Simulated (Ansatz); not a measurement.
## TaO$_{2}$F (space group P4_2/mmc, No. 131; a cell from a computed database, its experimental status unchecked)

TaO2F is taken in the tetragonal space group P4₂/mmc (No. 131), Pearson symbol tP8. Lattice parameters: a = b = 3.9427 Å, c = 7.7094 Å, α = β = γ = 90.00°. Ta on 2a sees 4 O at 1.927–1.971 Å and 2 F at 1.971 Å (octahedral). O1 on 2e is coordinated by 2 Ta at 1.927 Å (linear). O2 on 2d is coordinated by 2 Ta at 1.971 Å (linear). F on 2c is surrounded by 2 Ta at 1.971 Å (linear). (Neighbours: up to the widest gap in distance over summed covalent radii, below 1.35, at either atom; cation-cation and far metal-metal contacts left out.)

Computed with DFT with PBEsol, PAW potentials and a 420 eV plane-wave cutoff in Ansatz (a quantum-chemistry and plane-wave program), no spin-orbit coupling. k-mesh 8×8×5 (Γ-centred); smearing 0.05 eV (Fermi–Dirac).

The volume per atom comes out as 14.98 Å³. The density is 6.43 g/cm³, the band gap is 2.11 eV, indirect, R → Γ and the lowest conduction-band minima above the VBM is Γ 2.11 eV. The total energy is -2933.069 eV/atom (σ→0; compares only within this code and set-up).

With Ta present, leaving out spin-orbit coupling can change the band edges. No phonon test of stability was made.
